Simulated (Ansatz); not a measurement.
An Ansatz (a first-principles code) input (Kohn–Sham DFT with the PBE-D3(BJ) functional, run in Ansatz with PAW and 420 eV plane waves, no spin-orbit coupling):

Ansatz 0.2 input:
```yaml
crystal:
  lattice:
    - [3.6693948406, 0, 0]
    - [-1.8346974203, 3.1777891485, 0]
    - [0, 0, 5.884013593]
  atoms:
    - { symbol: Sn, position: [0, 0, 0] }
    - { symbol: S, position: [0.3333333333, 0.6666666667, 0.2546006414] }
    - { symbol: S, position: [0.6666666667, 0.3333333333, 0.7453993586] }
basis: { ecutwfc: 420, ecutrho_ratio: 4, xc_grid: 2, fft_grid_basis: typed }
kpoints: { mp_grid: { grid: [10, 10, 6] } }
hamiltonian:
  xc: pbe
  dispersion: d3bj
  pseudopotentials: { kind: paw }
scf: { occupations: { method: fermi_dirac, width: 0.05 }, convergence: { dr2_threshold: 0.0000000003 } }
relax: { f_tol: 0.005, max_steps: 50 }
output: { forces: true, stress: true }
checkpoint: { write: state.ck, write_every: 1000 }
```

### Question
Which symmetry and how many k-points will the program report, and about how many plane waves at Γ?

### Answer
Space group P-3m1 (ITA 164) with 12 operations, k-points 72 of 600, and 1339 plane waves at Γ.

### Question
And the final pressure?

### Answer
-0.23 GPa (compression positive).

The cells carry an imposed strain or load. Stability against distortions was not tested. The cell was made from SnS$_{2}$ in the CdI2 type structure (space group P-3m1, No. 164; layered, stacked along the Cartesian z axis) by this change: uniaxial strain ε_zz = +1.34 %.
